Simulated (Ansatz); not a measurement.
The starting structures come from a database of crystals and need not be the phases stable at ambient conditions.

 Where the default PAW files enter, the runs use the earlier of Ansatz's two default sets.

The decay constant κ of evanescent states in the gap governs leakage through a thin film.

Here is the system:

```
ScFO
1.0
    5.74461     0.00000     0.00000
   -0.11791     7.19401     0.00000
    0.00000     3.31434     3.58588
Sc O F
4 4 4
Direct
  0.32926   0.21904   0.29069
  0.67074   0.78096   0.70931
  0.17074   0.78096   0.22877
  0.82926   0.21904   0.77123
  0.39976   0.91820   0.35629
  0.60024   0.08180   0.64371
  0.10024   0.08180   0.69269
  0.89976   0.91820   0.30731
  0.88492   0.57457   0.19979
  0.11508   0.42543   0.80021
  0.61508   0.42543   0.84893
  0.38492   0.57457   0.15107
```

Space group of this cell: P2_1/c. The cell is taken as given.

Transport runs along the normal of the first two printed cell vectors.

The gap is the functional's own, uncorrected, and κ follows it; spin-orbit coupling is left out. Mid-gap values are interpolated between the computed energies.

Problem. Estimate the band gap and the smallest decay constant κ at mid-gap that Ansatz (a quantum-chemistry and plane-wave program) with r2SCAN returns for this system.

Solution. Gap 5.16 eV on a 6×8×8 mesh; κ = 0.518 1/Å, at the zone centre.
